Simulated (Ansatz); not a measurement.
Mg2Sn, pressure series

Consider Mg₂Sn (space group Fm-3m, No. 225; a = 6.664 Å).

Cell and atoms are relaxed at each pressure.

All numbers come from DFT with LDA, PAW potentials and a 420 eV plane-wave cutoff in Ansatz (a first-principles code), no spin-orbit coupling.

Notes on the quantities. enthalpy: H = E + PV relative to the base's energy.

```csv
change,volume per atom,enthalpy
base,24.66 Å³,–
pressure −2 GPa,25.86 Å³,-0.31 eV/atom
pressure −1 GPa,25.22 Å³,-0.16 eV/atom
pressure 0.9 GPa,?,+0.14 eV/atom
pressure 2.1 GPa,23.67 Å³,+0.32 eV/atom
pressure 4.5 GPa,22.73 Å³,+0.66 eV/atom
pressure 9 GPa,21.38 Å³,+1.28 eV/atom
pressure 15 GPa,20.03 Å³,+2.06 eV/atom
pressure 22.5 GPa,18.78 Å³,+2.96 eV/atom
pressure 30 GPa,17.80 Å³,+3.82 eV/atom
```

### Question
Complete the table.

### Answer

- pressure 0.9 GPa, volume per atom: 24.21 Å³

Load acts through the strain it causes; cell and atoms are relaxed under it. No phonon test of stability was made. Competing high-pressure phases were not computed.
